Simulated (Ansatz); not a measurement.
**Lattice parameter c of HfS2 (model structure, started from the rutile type, P4₂/mnm, No. 136, 6 atoms in the cell) at several levels of theory**

No measured value is used here.

Task: Put these levels in order of the lattice parameter c that they give for HfS2 (model structure, started from the rutile type, P4₂/mnm, No. 136, 6 atoms in the cell), smallest first: PBE (Ansatz, a first-principles code), PBE-D3(BJ) (Ansatz), PBEsol (Ansatz).

Result: PBEsol (3.652 Å), PBE-D3(BJ) (3.681 Å), PBE (3.707 Å)

Density-functional levels without +SOC have no spin–orbit coupling. Ansatz's density-functional and Hartree–Fock values are scalar-relativistic unless marked +SOC, with PAW data made under PBE.

A model structure was made by putting elements into a prototype or built by hand; it is no filed structure, need not be a known phase, and can be a saddle point held by its symmetry.
